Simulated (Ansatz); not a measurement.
The parent structure is MgO in the rock salt structure (space group Fm-3m, No. 225; a = 4.214 Å). Axes: x, y, z lie along the cube axes.

Computed with PBEsol (Ansatz, a quantum-chemistry and plane-wave program; PAW; 420 eV plane waves; spin-orbit coupling left out).

For the base:

The valence-band top at Γ is 0.00, 0.00, 0.00 eV. The band gap is 4.62 eV.

One thing is altered: a free-standing slab of 3 layers (6 atoms, 2 a layer) is cut normal to the z axis, with 15 Å of vacuum and the in-plane cell held at bulk.

How does this affect the valence-band top at Γ, excess energy per area of both faces and band gap?

The valence-band top at Γ (three highest levels, from the VBM) changes from 0.00, 0.00, 0.00 eV to 0.00, 0.00, -0.32 eV; the excess energy per area of both faces (slab less bulk energy over the cell's area: twice a surface energy) amounts to 2.03 J/m²; the band gap drops by 1.08 eV, from 4.62 eV to 3.54 eV.

The excess energy carries the mismatch between the slab's and the bulk's meshes. No phonon test of stability was made.
